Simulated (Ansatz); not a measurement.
ZnCu under a change: 1 layer

Start from ZnCu in the CsCl type structure (space group Pm-3m, No. 221; a = 2.919 Å). Axes: x, y, z lie along the cube axes.

Now apply this change: a free-standing slab of 1 layer (2 atoms, 2 a layer) is cut normal to [110], with 15 Å of vacuum and the in-plane cell held at bulk; forces were under the threshold from the start, so the atoms kept their bulk positions.

All numbers come from r2SCAN (Ansatz, a quantum-chemistry and plane-wave program, PAW, no spin-orbit coupling). Settings: 16×11×1 k-points, 0.05 eV Fermi–Dirac smearing, for the changed cell.

The layer's space group (with vacuum) comes out as Pmmm (No. 47) and the shortest interatomic distance stays 2.528 Å. The band gap is still zero.

Final structure:

```
ZnCu
1.0
    2.91880     0.00000     0.00000
    0.00000     4.12781     0.00000
    0.00000     0.00000    15.00000
Zn Cu
1 1
Direct
  0.00000   0.25000   0.50000
  0.50000   0.75000   0.50000
```

Stability against distortions was not tested. All final runs are without spin polarisation.
